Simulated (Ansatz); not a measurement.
Input and output of a self-consistent single point for Ge (Fd-3m, 2 atoms in the cell) (Ansatz, an electronic-structure program)

Level of theory: PBE (plane waves, PAW; Ansatz).

This input was run:

Ansatz 0.2 input:
```yaml
# Ge
crystal:
  lattice:
    - [0.000000, 2.851066, 2.851066]
    - [2.851066, 0.000000, 2.851066]
    - [2.851066, 2.851066, 0.000000]
  atoms:
    - { symbol: Ge, position_ang: [0.000000, 0.000000, 0.000000] }
    - { symbol: Ge, position_ang: [1.425533, 1.425533, 1.425533] }
basis:
  ecutwfc: 30.9 Ry
kpoints:
  mp_grid: { grid: [5, 5, 5] }
hamiltonian:
  xc: pbe
  pseudopotentials: { kind: paw }
scf:
  occupations: { method: fermi_dirac, width: 0.0007 Ry }
output:
  forces: true
  eigenvalues: true
  stress: true
```

Output (repeated stretches shortened):

```
WARN ansatz: RAYON_NUM_THREADS=1 ignored (pool sized by the plan → 1); use --threads N
Pseudopotentials: kind: paw
Pseudopotential: Ge, paw, valence charge 14
Crystal: 2 atoms, lattice volume = 46.350 Å³
Basis set: ecut = 420.4159175005146 eV, 893 PW (Γ), exchange–correlation on 54×54×54 points (8 copies of the dense FFT grid, shifted against one another)
Bands: 18, of which v1, the nominal top of the filled ones, is band 14 counted from 1 (13 counted from 0)
Symmetry: 48 space group operations
Space group: Fd-3m (ITA 227), of the structure as read, at distance tolerance 3.6e-5 Å
k-points: 10 of 125
Initial density: superposition of atomic densities (neutral atoms: chi_scale 0, normalization atom), corrected by the library's trained network
Initial wavefunctions: pseudopotential atomic-orbital guess
Eigensolver: davidson
Functional: x = pbe(κ = 0.804, μ = 0.2195149727645171), c = pbe(β = 0.06672455060314922)
SCF iter   1: F=—  HF=-8589.858823 eV  |F-HF|=—  |Δ(HF+E_count)|=         —  Δρ=8.65e-4  dr2=2.09e-4  ethr=1.77e-3  ⟨swp⟩=6.0  Hψ=836  notcnv=0
all-band conjugate gradients solve this SCF's bands
preconditioner: auto → LDOS
SCF iter   2: F=—  HF=-8589.858931 eV  |F-HF|=—  |Δ(HF+E_count)|=   1.08e-4  Δρ=1.25e-3  dr2=3.37e-4  ethr=7.46e-7  ⟨swp⟩=2.6  Hψ=460  notcnv=0
SCF iter   3: F=—  HF=-8589.858479 eV  |F-HF|=—  |Δ(HF+E_count)|=   4.52e-4  Δρ=3.09e-4  dr2=1.82e-5  ethr=7.46e-7  ⟨swp⟩=2.0  Hψ=360  notcnv=0
SCF iter   4: F=—  HF=-8589.858460 eV  |F-HF|=—  |Δ(HF+E_count)|=   1.88e-5  Δρ=6.90e-5  dr2=9.10e-7  ethr=6.51e-8  ⟨swp⟩=2.0  Hψ=292  notcnv=0
iter 5 did not close the SCF: its close was put off for the readings that it lacked (scf_convergence_deferred on its scf_iter line)
SCF iter   5: F=-8589.858460 eV  HF=-8589.858460 eV  |F-HF|=2.69e-8  |Δ(HF+E_count)|=   5.30e-7  Δρ=7.73e-6  dr2=1.37e-8  ethr=3.25e-9  ⟨swp⟩=2.0  Hψ=321  notcnv=0
SCF iter   6: F=-8589.858460 eV  HF=-8589.858460 eV  |F-HF|=1.03e-9  |Δ(HF+E_count)|=   1.13e-8  Δρ=1.55e-6  dr2=4.83e-10  ethr=4.91e-11  ⟨swp⟩=2.0  Hψ=541  notcnv=0
SCF 1 converged in 6 iterations: F = -8589.858460 eV  dr2 = 4.83e-10
SCF converged after 6 iterations
Free energy (F): -8589.858460 eV
Harris-Foulkes:  -8589.858460 eV  (|F-HF|=1.03e-9)
Internal energy: -8589.858169 eV  (E = F + TS)
E sigma→0 (E₀):  -8589.858314 eV
Entropy (-TS):   -0.000291 eV (-0.145 meV/atom)
Fermi energy:    8.296637 eV
--- Per-component energies (eV) ---
  E_band       = -304.971894
  E_kinetic    = 222.837184
  E_local      = -4975.622374  (includes V_loc(G=0)·N_el)
  E_nonlocal   = 837.145275
  E_hartree    = 2182.962339
  E_xc         = -151.001098
  E_vxc        = -129.037680  (∫ρ·V_xc dr)
  E_paw        = -4039.927319  (= ΣΔE_a)
  E_vpaw       = -626.218015  (= ΣTr[D̂ρ^β])
  E_aug_tail   = 0.000464  (compensation charges beyond the density's cutoff)
  E_ewald      = -2666.252639
  E_smearing   = -0.000291  (= −TS)
  E_closure    = -0.000000  (closes the sum)
  Σ components = -8589.858460   (vs F -8589.858460, Δ=0.00e0)
--- Forces (eV/Å), atoms counted from 1 ---
  atom   1  Ge     0.00000000    -0.00000000    -0.00000000
  atom   2  Ge     0.00000000     0.00000000     0.00000000
  max |Σ_I F_I| component: 8.33e-17 eV/Å
--- Stress (GPa, compression-positive) ---
        2.249683      -0.000000      -0.000000
       -0.000000       2.249683      -0.000000
        0.000000       0.000000       2.249683
  P = ⅓ Tr σ = 2.2497 GPa (22.497 kbar)
  The stress holds the Pulay correction. Without it, at fixed plane waves, as pw.x and ABINIT print it: P = 2.2249 GPa
--- Band table (eV; the first three rows and the last of 10) ---
  k-point 0: bands = ["-16.4692", "-16.4692", "-16.4692", "-16.4358", "-16.4358", "-16.2362", "-16.2362", "-16.2362", "-16.2254", "-16.2254", "-4.3086", "8.1110", "8.2900", "8.2900", "8.2900", "10.8212", "10.8212", "10.8212"]
  k-point 1: bands = ["-16.4831", "-16.4831", "-16.4636", "-16.4149", "-16.4149", "-16.2568", "-16.2568", "-16.2427", "-16.2085", "-16.2085", "-3.8380", "4.4912", "7.6359", "7.6359", "9.0521", "11.6736", "11.6736", "12.9105"]
  k-point 2: bands = ["-16.4917", "-16.4917", "-16.4541", "-16.3979", "-16.3979", "-16.2693", "-16.2693", "-16.2537", "-16.1993", "-16.1993", "-2.6377", "1.4030", "7.0032", "7.0032", "8.4809", "12.0338", "12.0338", "15.4930"]
  k-point 9: bands = ["-16.5132", "-16.5084", "-16.4121", "-16.3635", "-16.3522", "-16.3314", "-16.3027", "-16.2790", "-16.1802", "-16.1758", "-1.4709", "0.6523", "4.3355", "5.2787", "11.5996", "11.7536", "12.6134", "15.5606"]
```

The run converged in 6 iterations.

The starting cell has typed, rounded lattice constants, without a prior relaxation at this level. Its lattice was rescaled by a random factor within 2.5 % of one. Ansatz's pressure includes its estimate of the finite-basis (Pulay) stress.
